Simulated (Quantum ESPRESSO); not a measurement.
Quantum ESPRESSO run on AlGaN2 (P3m1, 4 atoms in the cell): self-consistent single point.

Computed with LDA (PZ), GBRV 1.5 ultrasoft (LDA) pseudopotentials (plane waves; Quantum ESPRESSO 7.5).

The change in words: lattice scaled by 0.98; K_POINTS: automatic 7 7 3 0 0 0 → automatic 24 24 13 0 0 0. Reference geometry:
```
AlGaN2
1.0
    3.12955     0.00000     0.00000
   -1.56478     2.71027     0.00000
    0.00000     0.00000     5.07141
Al Ga N
1 1 2
Cartesian
  0.00000   0.00000   5.11765
  1.56478   0.90342   2.52135
  1.56478   0.90342   0.56698
  0.00000   0.00000   3.18565
```

Reference input (self-consistent single point, DFT, LDA (PZ), plane waves, GBRV 1.5 ultrasoft (LDA) pseudopotentials): ecutwfc = 50 Ry; ecutrho = 250 Ry; occupations = fixed; potentials = {Al: al_lda_v1.uspp.F.UPF, Ga: ga_lda_v1.4.uspp.F.UPF, N: n_lda_v1.2.uspp.F.UPF}; K_POINTS = automatic 7 7 3 0 0 0; nbnd = 24; conv_thr = 1e-10 Ry. This run's input differs from it in these lines:

```diff
@@ -26,12 +26,12 @@
 CELL_PARAMETERS angstrom
-   3.129553846     0.000000000     0.000000000
-  -1.564776923     2.710273133     0.000000000
-   0.000000000     0.000000000     5.071406000
+   3.066963075     0.000000000     0.000000000
+  -1.533481537     2.656067935     0.000000000
+   0.000000000     0.000000000     4.969978000
 ATOMIC_POSITIONS alat
-Al    0.000000000    0.000000000    1.635265729
-Ga    0.500000000    0.288675135    0.805658265
-N     0.500000000    0.288675135    0.181170614
-N     0.000000000    0.000000000    1.017926053
+Al    0.000000000    0.000000000    1.635265605
+Ga    0.500000000    0.288675135    0.805658204
+N     0.500000000    0.288675135    0.181170600
+N     0.000000000    0.000000000    1.017925976
 K_POINTS automatic
-7 7 3  0 0 0
+24 24 13  0 0 0
```

The program printed (abridged):

```
     Message from routine setup:
     using ibrav=0 with symmetry is DISCOURAGED, use correct ibrav instead
     G-vector sticks info
     --------------------
     sticks:   dense  smooth     PW     G-vecs:    dense   smooth      PW
     Sum         583     463    151                18305    13069    2273

     bravais-lattice index     =            0
   [... lines left out ...]
    15.0134  15.7289  17.7519  19.4974  20.8143  21.3043  22.4925  24.7170

     occupation numbers
     1.0000   1.0000   1.0000   1.0000   1.0000   1.0000   1.0000   1.0000
     1.0000   1.0000   1.0000   1.0000   1.0000   1.0000   1.0000   1.0000
     0.0000   0.0000   0.0000   0.0000   0.0000   0.0000   0.0000   0.0000

          k =-0.0417-0.5533 0.1424 (  1623 PWs)   bands (ev):

   -82.0691 -82.0661 -82.0646  -4.8426  -4.1822  -3.1837  -3.1167  -2.8898
    -2.4219  -1.4678   3.1340   4.3463   6.5565   7.2742   8.1986   8.6476
    14.7440  15.7065  18.0339  19.3437  20.6295  21.4478  22.2600  24.6610

     occupation numbers
     1.0000   1.0000   1.0000   1.0000   1.0000   1.0000   1.0000   1.0000
     1.0000   1.0000   1.0000   1.0000   1.0000   1.0000   1.0000   1.0000
     0.0000   0.0000   0.0000   0.0000   0.0000   0.0000   0.0000   0.0000

   [... 165 blocks of this kind left out ...]

     highest occupied, lowest unoccupied level (ev):    10.0195   13.3921

!    total energy              =    -462.22975580 Ry
     estimated scf accuracy    <          4.0E-11 Ry

     The total energy is the sum of the following terms:
     one-electron contribution =    -404.90684433 Ry
     hartree contribution      =     220.40998813 Ry
     xc contribution           =     -63.21964974 Ry
     ewald contribution        =    -214.51324986 Ry

     convergence has been achieved in  11 iterations

     Forces acting on atoms (cartesian axes, Ry/au):

     atom    1 type  1   force =     0.00000000   -0.00000000   -0.04095577
     atom    2 type  2   force =     0.00000000    0.00000000    0.01515674
     atom    3 type  3   force =     0.00000000   -0.00000000    0.01548280
     atom    4 type  3   force =     0.00000000   -0.00000000    0.01031624

     Total force =     0.047468     Total SCF correction =     0.000042

          total   stress  (Ry/bohr**3)                   (kbar)     P=      124.60
   0.00094674  -0.00000000  -0.00000000          139.27       -0.00       -0.00
  -0.00000000   0.00094674  -0.00000000           -0.00      139.27       -0.00
  -0.00000000  -0.00000000   0.00064751           -0.00       -0.00       95.25

   JOB DONE.
```

The run converged in 11 iterations. Against the reference run the free energy rises by 21.0 meV/atom, the pressure goes from -1.43 to 12.46 GPa, the largest force goes from 0.980 to 1.053 eV/Å and the gap on the mesh goes from 2.931 to 3.373 eV.

The starting cell comes from a database of computed structures (which also holds hypothetical and non-ambient phases and stackings), without a prior relaxation at this level. Its lattice was rescaled by up to half a per cent. One atom was moved a little off its site on purpose. For this run, on top of that: lattice scaled by 0.98. With a pressure of about 12 GPa the cell is away from its equilibrium volume at this level. Forces in this geometry exceed 1 eV/Å.

Cost on one core of a shared machine: roughly 9 min.
